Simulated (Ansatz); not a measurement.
## Harmonic thermodynamics of zinc blende CdS

Per mole of formula units at the relaxed static volume; finite displacements on a 6×6×6 mesh, PBE density-functional theory in Ansatz (plane waves, PAW), k mesh 6×6×6; sums on an interpolated 12×12×12 mesh. The cell was generated from a structure type, relaxed within its symmetry, and need not be the phase found at ambient conditions. Dynamical quadrupoles are not included in the interpolation of the phonons between the solved wave vectors. Zero-point energy 5.92 kJ/mol.

```tsv
T (K)	F_vib (kJ/mol)	S (J/mol/K)	C_V (J/mol/K)
100	4.60	29.9	31.4
150	2.74	44.3	39.2
200	0.22	56.2	43.2
250	(withheld)	(withheld)	(withheld)
300	-6.36	74.5	46.7
400	-14.52	88.1	48.0
600	-34.23	107.8	49.0
800	-57.27	121.9	49.4
1000	-82.80	133.0	49.6
```

**Question.** What belongs in the gaps?

**Answer.** 
- 250, F_vib (kJ/mol): -2.85
- 250, S (J/mol/K): 66.1
- 250, C_V (J/mol/K): 45.4

No phase change or melting is allowed for: the numbers belong to this structure as given.

Ansatz is an electronic-structure program.
